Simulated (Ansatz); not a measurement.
Functionals compared on H2O on the 1x1 (110) surface of bcc Ta, one in a 2x2 cell, started at the site 'top Ta', in Ansatz (plane waves, PAW). The structure was relaxed with PBE; the other rows are single points on it, each with its references at the same level. Cutoff 420 eV (500 eV for r2SCAN).

Set-up: 19 atoms, 6.8 Å thick at the start under the adsorbate (thin: gaps and levels are the slab's own); mesh 5x5x1; 0.1 eV smearing; dipole correction on; 8 atoms held, the rest relaxed; no symmetry held; no spin, no spin-orbit, no U, no dispersion correction. At the end it is bonded to Ta. In PBE it is, or lies within 0.03 eV of, the lowest of the starts that converged. These notes are the PBE run's. Adsorption energies are against H2O(g). A negative adsorption energy means that the adsorbate is more stable on the surface than in its reference.

| functional | adsorption energy (eV) | work function of the top face (eV) | change of the work function (eV) | rough cost of the single point |
|---|---|---|---|---|
| PBE | -0.51 | 3.64 | -1.13 | – |
| RPBE | -0.30 | 3.54 | -1.11 | roughly 2.4 core-minutes |
| r2SCAN | -0.63 | 3.63 | -1.25 | about 4 core-minutes (a rough figure) |

Ansatz is a quantum-chemistry and plane-wave program.
